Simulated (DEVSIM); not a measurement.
System: abrupt Si p-n junction, at 300 K.

| layer (left to right) | material | thickness (μm) | Nd (cm⁻³) | Na (cm⁻³) | τn (s) | τp (s) |
|---|---|---|---|---|---|---|
| 1 | Si | 220 | - | 4.5e17 | 0.0004 | 0.0004 |
| 2 | Si | 290 | 3.8e16 | - | 0.0004 | 0.0004 |

Left contact: ohmic. Right contact: ohmic. Voltage is applied to the left contact. Recombination: SRH at mid-gap, Auger. Mobility is μmin + (μ − μmin)/(1 + (N/Nref)^α).

The device is made up for the run: typed textbook-type constants, with dimensions and the other settings drawn at random. Values at 300 K.

```
parameter           Si
-------------  -------
gap (eV)         1.124
affinity (eV)     4.05
permittivity      11.7
Nc (cm⁻³)      2.86e19
Nv (cm⁻³)       3.1e19
μn (cm²/Vs)       1417
μp (cm²/Vs)        470
μn,min              52
μp,min              45
Nref,n          9.7e16
Nref,p          2.2e17
αn                0.68
αp                0.72
Cn (cm⁶/s)     2.8e-31
Cp (cm⁶/s)     9.9e-32
```

Model (solved in DEVSIM): 1D drift-diffusion, Boltzmann statistics, complete ionisation; no tunnelling, impact ionisation, image-force lowering or self-heating.

Problem. Tabulate band edges, carrier densities and field at -2.0 V on the left contact.

Solution. Energies count from the Fermi level of the right contact; mesh points crowd at the junctions.

```json
[
 {"x (μm)": "0.000", "Ec (eV)": "3.015", "Ev (eV)": "1.891", "n (cm⁻³)": "260", "p (cm⁻³)": "4.5e17", "field (V/cm)": "≈ 0"},
 {"x (μm)": "0.08467", "Ec (eV)": "3.015", "Ev (eV)": "1.891", "n (cm⁻³)": "260", "p (cm⁻³)": "4.5e17", "field (V/cm)": "≈ 0"},
 {"x (μm)": "0.4483", "Ec (eV)": "3.015", "Ev (eV)": "1.891", "n (cm⁻³)": "260", "p (cm⁻³)": "4.5e17", "field (V/cm)": "≈ 0"},
 {"x (μm)": "2.114", "Ec (eV)": "3.015", "Ev (eV)": "1.891", "n (cm⁻³)": "260", "p (cm⁻³)": "4.5e17", "field (V/cm)": "≈ 0"},
 {"x (μm)": "15.77", "Ec (eV)": "3.015", "Ev (eV)": "1.891", "n (cm⁻³)": "240", "p (cm⁻³)": "4.5e17", "field (V/cm)": "≈ 0"},
 {"x (μm)": "68.63", "Ec (eV)": "3.015", "Ev (eV)": "1.891", "n (cm⁻³)": "190", "p (cm⁻³)": "4.5e17", "field (V/cm)": "≈ 0"},
 {"x (μm)": "180.4", "Ec (eV)": "3.015", "Ev (eV)": "1.891", "n (cm⁻³)": "< 1e2", "p (cm⁻³)": "4.5e17", "field (V/cm)": "≈ 0"},
 {"x (μm)": "214.7", "Ec (eV)": "3.015", "Ev (eV)": "1.891", "n (cm⁻³)": "< 1e2", "p (cm⁻³)": "4.5e17", "field (V/cm)": "≈ 0"},
 {"x (μm)": "218.8", "Ec (eV)": "3.015", "Ev (eV)": "1.891", "n (cm⁻³)": "< 1e2", "p (cm⁻³)": "4.5e17", "field (V/cm)": "≈ 0"},
 {"x (μm)": "219.8", "Ec (eV)": "3.015", "Ev (eV)": "1.891", "n (cm⁻³)": "< 1e2", "p (cm⁻³)": "4.5e17", "field (V/cm)": "≈ 0"},
 {"x (μm)": "220.0", "Ec (eV)": "3.013", "Ev (eV)": "1.889", "n (cm⁻³)": "< 1e2", "p (cm⁻³)": "4.2e17", "field (V/cm)": "-3100"},
 {"x (μm)": "220.0", "Ec (eV)": "2.080", "Ev (eV)": "0.956", "n (cm⁻³)": "< 1e2", "p (cm⁻³)": "< 1e2", "field (V/cm)": "-150000"},
 {"x (μm)": "220.3", "Ec (eV)": "0.204", "Ev (eV)": "-0.920", "n (cm⁻³)": "1.1e16", "p (cm⁻³)": "< 1e2", "field (V/cm)": "-13000"},
 {"x (μm)": "221.3", "Ec (eV)": "0.171", "Ev (eV)": "-0.953", "n (cm⁻³)": "3.8e16", "p (cm⁻³)": "< 1e2", "field (V/cm)": "≈ 0"},
 {"x (μm)": "229.7", "Ec (eV)": "0.171", "Ev (eV)": "-0.953", "n (cm⁻³)": "3.8e16", "p (cm⁻³)": "110", "field (V/cm)": "≈ 0"},
 {"x (μm)": "263.8", "Ec (eV)": "0.171", "Ev (eV)": "-0.953", "n (cm⁻³)": "3.8e16", "p (cm⁻³)": "490", "field (V/cm)": "≈ 0"},
 {"x (μm)": "401.0", "Ec (eV)": "0.171", "Ev (eV)": "-0.953", "n (cm⁻³)": "3.8e16", "p (cm⁻³)": "1900", "field (V/cm)": "≈ 0"},
 {"x (μm)": "484.9", "Ec (eV)": "0.171", "Ev (eV)": "-0.953", "n (cm⁻³)": "3.8e16", "p (cm⁻³)": "2800", "field (V/cm)": "≈ 0"},
 {"x (μm)": "506.6", "Ec (eV)": "0.171", "Ev (eV)": "-0.953", "n (cm⁻³)": "3.8e16", "p (cm⁻³)": "3000", "field (V/cm)": "≈ 0"},
 {"x (μm)": "509.3", "Ec (eV)": "0.171", "Ev (eV)": "-0.953", "n (cm⁻³)": "3.8e16", "p (cm⁻³)": "3100", "field (V/cm)": "≈ 0"},
 {"x (μm)": "509.9", "Ec (eV)": "0.171", "Ev (eV)": "-0.953", "n (cm⁻³)": "3.8e16", "p (cm⁻³)": "3100", "field (V/cm)": "≈ 0"},
 {"x (μm)": "510.0", "Ec (eV)": "0.171", "Ev (eV)": "-0.953", "n (cm⁻³)": "3.8e16", "p (cm⁻³)": "3100", "field (V/cm)": "≈ 0"}
]
```
